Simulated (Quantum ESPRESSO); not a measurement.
**Equation of state of hcp Be (space group 194): energy against volume (Quantum ESPRESSO, LDA)**

```yaml
crystal:
  lattice:
    - [2.20093, 0.00000, 0.00000]
    - [-1.10047, 1.90606, 0.00000]
    - [0.00000, 0.00000, 3.44076]
  atoms:
    - { symbol: Be, position: [0.66667, 0.33333, 0.75000] }
    - { symbol: Be, position: [0.33333, 0.66667, 0.25000] }
```

Method of the run: LDA (PZ), GBRV 1.5 ultrasoft (LDA) pseudopotentials (plane waves; Quantum ESPRESSO 7.5). Settings: ecutwfc = 52 Ry; ecutrho = 260 Ry; occupations = smearing; smearing = fd; degauss = 0.0036749 Ry; potentials = {Be: be_lda_v1.4.uspp.F.UPF}; K_POINTS = automatic 30 30 17 0 0 0; conv_thr = 1e-10 Ry; mixing_beta = 0.4. The cell above is the first row's. The rows scale it uniformly. In all rows fractional positions and the k mesh are held. E is the free energy at the stated smearing, counted from the lowest row.

```csv
V (Å^3/atom),E (meV/atom)
7.2172,?
7.3741,2.06
7.5310,0.00
7.6879,0.66
7.8448,3.84
8.0017,9.28
8.1586,16.82
8.3155,26.28
8.4724,37.50
```

Fit E of the 8 rows that show it with the third-order Birch-Murnaghan form, a cubic in V^(-2/3). With u = V^(-2/3) - 0.252, the rows have u = 0.011953, 0.008274, 0.004721, 0.001287, -0.002035, -0.005251, -0.008364, -0.011381. Least squares gives E = 5.660 - 1559.64·u + 107058·u² - 149487·u³. Residuals (row less fit): 0.002, 0.000, -0.007, 0.010, 0.002, -0.003, -0.002, 0.002; standard error 0.007 (degrees of freedom: 4). Its minimum lies at u = 0.007399, so V0 = (0.259399)^(-3/2) = 7.569. There d²E/du² = 207500 and d³E/du³ = -896900, so B0 = (4/9) × 7.569^(-7/3) × 207500 × 0.160218 = 131 GPa (the last factor turns the table's units into GPa), and B0' = 4 + (2/3) × 0.259399 × (-896900)/207500 = 3.3. The program's pressures in the fitted runs (not shown) pass through zero at V = 7.57, 0.01 % from this V0.

Task: What does the fit predict for E at V = 7.2172, and how far is the calculated value from it?

Result: u = 0.015765, so E = 5.660 - 1559.64 × 0.015765 + 107058 × 0.015765² - 149487 × 0.015765³ = 7.094 meV/atom. The calculation gives 7.11 meV/atom, 0.016 meV/atom above the prediction (under 0.05 % of the range of E in the table). The row lies outside the fitted rows, so this is an extrapolation. From the scatter of the fitted rows alone, a prediction at this place has a standard error of 0.020 meV/atom, so the miss is 0.8 times that.

Carrying the step between the two nearest rows on in a straight line would have given 4.12, off by 2.99; series whose last step already gives the withheld value aren't shown. The scan was laid around a cell of about the measured size, scaled by a guess for this functional; axis ratios and inner coordinates come from that cell. The runs keep the symmetry of the cell, so they don't test it for distortions. The shape of the cell and the inner coordinates aren't relaxed, so V0 and B0 belong to this uniform scaling; a relaxed crystal lies no higher in energy and is usually softer. Cutoffs and mesh are single choices, not tested for convergence of this quantity. Series with a scatter that would blur these digits, or in which a gap closes, are not shown. Nor are scans whose minimum lies at an end fitted in this form.
